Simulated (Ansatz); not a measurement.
A computed series for TiSi2: pressure series

Base system: TiSi2 (space group Fddd, No. 70; a = 4.8062 Å, b = 8.2647 Å, c = 8.5654 Å).

Cell and atoms are relaxed at each pressure.

Method: plane-wave PAW DFT at the PBE level (Ansatz, an electronic-structure program, 420 eV), no spin-orbit coupling.

Notes on the quantities. enthalpy: H = E + PV relative to the base's energy.

```csv
change,shortest interatomic distance,enthalpy
base,4.790 bohr,–
pressure −2 GPa,?,-0.18 eV/atom
pressure −1 GPa,?,-0.09 eV/atom
pressure 0.9 GPa,?,+0.08 eV/atom
pressure 2.1 GPa,4.770 bohr,+0.18 eV/atom
pressure 4.5 GPa,4.750 bohr,+0.39 eV/atom
pressure 9 GPa,4.714 bohr,+0.77 eV/atom
pressure 15 GPa,4.672 bohr,+1.27 eV/atom
pressure 22.5 GPa,4.626 bohr,+1.86 eV/atom
pressure 30 GPa,4.585 bohr,+2.44 eV/atom
```

Q: Complete the table.

A: 
- pressure −2 GPa, shortest interatomic distance: 4.809 bohr
- pressure −1 GPa, shortest interatomic distance: 4.799 bohr
- pressure 0.9 GPa, shortest interatomic distance: 4.781 bohr

Load acts through the strain it causes; cell and atoms are relaxed under it. No phonon test of stability was made. Competing high-pressure phases were not computed. The final runs are not spin-polarised.
